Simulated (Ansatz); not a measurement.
## rock-salt TiN (0 0 1) on silicon (0 0 1), Sb on 2 of 5 substrate sites at each interface (film strained to the substrate, started from cuts of the bulks and a machine-learned relaxation; slabs Si56Sb4 and N48Ti48, which can lie off the formulas)

A periodic stack without vacuum, rock-salt TiN (0 0 1) on silicon (0 0 1), Sb on 2 of 5 substrate sites at each interface (film strained to the substrate, started from cuts of the bulks and a machine-learned relaxation; slabs Si56Sb4 and N48Ti48, which can lie off the formulas): substrate slab Si56Sb4, film N48Ti48, surface cells [[-3, -1], [-1, -2]] and [[0, -2], [4, 2]], film strained by +1.8 and +1.8 %, outermost planes Si/Si and NTi/NTi as cut, which need not be the usual terminations and can put a slab off its formula.

The start was prepared with a machine-learned potential, and the result is one local minimum, with the in-plane cell held and forces under 0.04 eV/Å; the film can end far from its bulk form.

Method: PBE (plane waves to 420 eV, PAW; Ansatz, a quantum-chemistry and plane-wave program). No spin–orbit coupling; the runs are not spin-polarised. Its k-point mesh 3×3×1, Fermi–Dirac width 0.05 eV.

- interface area = 74.8 Å²
- period = 30.73 Å
- heights between the nearest atoms of the two slabs at the two interfaces = 1.76 and 1.78 Å
- Si–Ti contacts across the interfaces within 1.22 times the sum of covalent radii = 11, mean 2.98 Å
- Sb–Ti contacts across the interfaces within 1.22 times the sum of covalent radii = 7, mean 3.08 Å
- N–Si contacts across the interfaces within 1.22 times the sum of covalent radii = 2, mean 1.86 Å
- hole barrier (PBE) = 0.11 eV
- electron barrier (PBE) = 0.50 eV

```xyz
156
Lattice="8.6486 -0.0005 -0.0590 -0.0004 8.6479 -0.1277 -1.9359 0.4160 30.7424" Properties=species:S:1:pos:R:3 pbc="T T T"
Si     6.8928     4.8533     2.6257
Si     3.2964     6.5506     2.8773
Si     5.0206     1.4649     2.3670
Si     1.5610     3.3160     2.6941
Si    -0.3805     8.5165     2.3657
Sb     4.6879     5.0682     1.3025
Sb     1.3787     6.9451     1.2571
Si     3.3378     2.7511     1.2775
Si     0.1158     4.5469     1.2831
Si     6.8713     1.0850     0.7778
Si     7.6450     2.3146     5.3362
Si     4.2419     4.0193     5.3487
Si     5.8666     7.5908     5.2766
Si     2.4217     0.6416     5.2853
Si     0.6103     5.8987     5.3424
Si     5.9557     3.0977     3.9091
Si     2.3919     4.8899     4.2078
Si     4.2215     8.4751     3.8241
Si     0.6615     1.5026     3.9164
Si     7.5292     6.7772     3.8359
Si     6.7668     4.9965     8.0460
Si     3.3095     6.7259     7.9986
Si     5.0381     1.5218     8.0915
Si     1.5822     3.2844     8.0510
Si    -0.1310     8.4631     8.0300
Si     5.0498     5.8321     6.6513
Si     1.5775     7.6147     6.6333
Si     3.3046     2.3404     6.7063
Si    -0.1925     4.1291     6.7050
Si     6.7756     0.6445     6.7524
Si     7.6155     2.4503    10.7992
Si     4.1977     4.1899    10.8154
Si     5.9637     7.6257    10.7033
Si     2.4429     0.7350    10.7903
Si     0.7633     5.8738    10.8060
Si     5.8829     3.2880     9.4279
Si     2.4685     5.0168     9.4114
Si     4.1983     8.4647     9.3527
Si     0.6947     1.5923     9.4642
Si     7.6893     6.7326     9.3627
Si     6.8722     5.1464    13.5701
Si     3.4273     6.8666    13.4423
Si     4.9577     1.5514    13.4916
Si     1.5844     3.3539    13.6111
Si    -0.0487     8.5304    13.4342
Si     5.1428     5.9422    12.1312
Si     1.6635     7.6622    12.0692
Si     3.2628     2.4736    12.1604
Si    -0.1398     4.1723    12.2152
Si     6.7866     0.7201    12.1983
Sb    -1.3129     1.9636    16.2648
Sb     3.9874     4.0659    16.3329
Si     6.2309     8.1794    16.1684
Si     2.2926     0.1711    16.5109
Si     1.0904     6.4849    16.3132
Si     5.8100     3.3534    14.6858
Si     2.3871     5.2598    14.7706
Si     4.2282     8.5420    14.9379
Si     0.9043     1.5078    15.0024
Si     7.8035     6.9286    14.9116
N      0.4418     5.1191    20.8925
N      4.7754     5.0981    20.8947
N      2.6009     7.2712    20.8339
N      6.9183     7.2663    20.8448
N      0.4536     0.7895    20.9706
N      4.7641     0.7737    20.9287
N      2.6180     2.9308    20.8852
N      6.9440     2.9560    20.9265
N      2.5873     5.0634    18.8478
N      6.9226     5.0895    18.7248
N      4.7038     7.1975    18.7861
N      0.3525     7.3021    18.8343
N      2.5140     0.6708    18.2580
N      6.9313     0.7610    18.9648
N      4.8271     2.8432    18.8810
N      0.4795     2.9544    18.8549
N      0.4740     5.1704    25.1132
N      4.7998     5.1634    25.0895
N      2.6342     7.3347    25.0742
N      6.9535     7.3273    25.0497
N      0.4742     0.8497    25.1858
N      4.8000     0.8498    25.2027
N      2.6420     3.0079    25.1428
N      6.9654     3.0120    25.1223
N      2.6202     5.1383    23.0345
N      6.9492     5.1401    23.0133
N      4.7814     7.2965    22.9962
N      0.4521     7.3017    23.0123
N      2.6250     0.8158    23.0823
N      6.9472     0.8156    23.0989
N      4.7892     2.9756    23.0529
N      0.4648     2.9853    23.0776
N      0.5003     5.2357    29.3503
N      4.8257     5.2411    29.3113
N      2.6440     7.4262    29.2837
N     -1.7197     7.3939    29.2820
N      0.5030     0.9096    29.4228
N      4.7814     0.8449    29.7523
N      2.7143     3.0789    29.3359
N     -1.6223     3.0468    29.3931
N      2.6436     5.2066    27.2158
N      6.9811     5.1933    27.2070
N      4.8083     7.3692    27.2129
N      0.4778     7.3588    27.2160
N      2.6502     0.8778    27.3238
N      6.9747     0.8849    27.3114
N      4.8174     3.0350    27.2974
N      0.5022     3.0462    27.2955
Ti     2.6186     5.0936    20.9221
Ti     6.9283     5.1137    20.9187
Ti     4.7246     7.2781    20.8879
Ti     0.4648     7.2881    20.9094
Ti     2.6164     0.7828    21.0581
Ti     6.9260     0.7876    20.9953
Ti     4.7354     2.9121    20.9345
Ti     0.5063     2.9512    20.9786
Ti     0.3793     5.1375    18.8436
Ti     4.8357     5.0871    18.8571
Ti     2.5996     7.1128    18.8081
Ti     6.8675     7.2244    18.7874
Ti     0.3426     0.7311    18.9900
Ti     4.8953     0.7448    18.9094
Ti     2.5607     3.0182    18.8301
Ti     6.9742     2.9605    18.8967
Ti     2.6317     5.1810    25.1390
Ti     6.9642     5.1644    25.1080
Ti     4.7891     7.3279    25.1008
Ti     0.4742     7.3262    25.1151
Ti     2.6325     0.8409    25.2004
Ti     6.9652     0.8473    25.2062
Ti     4.7846     3.0071    25.1579
Ti     0.5063     3.0161    25.1678
Ti     0.4229     5.1511    23.0111
Ti     4.8210     5.1254    22.9944
Ti     2.6236     7.2834    22.9719
Ti     6.9303     7.2892    22.9623
Ti     0.4387     0.8136    23.0769
Ti     4.8083     0.8159    23.0659
Ti     2.6197     2.9958    23.0286
Ti     6.9630     2.9876    23.0246
Ti     2.6459     5.3026    29.2459
Ti    -1.6469     5.1779    29.3485
Ti     4.8550     7.3214    29.1799
Ti     0.4497     7.3637    29.2545
Ti     2.5746     0.8517    29.3156
Ti    -1.5594     0.9473    29.3489
Ti     4.8111     3.1801    29.3439
Ti     0.5580     3.1089    29.3884
Ti     0.4787     5.1784    27.2242
Ti     4.8226     5.1820    27.1924
Ti     2.6117     7.3629    27.1711
Ti     6.9875     7.3660    27.1468
Ti     0.4876     0.9055    27.2933
Ti     4.8100     0.9037    27.2767
Ti     2.6712     3.0494    27.2629
Ti     6.9778     3.0342    27.2279
```
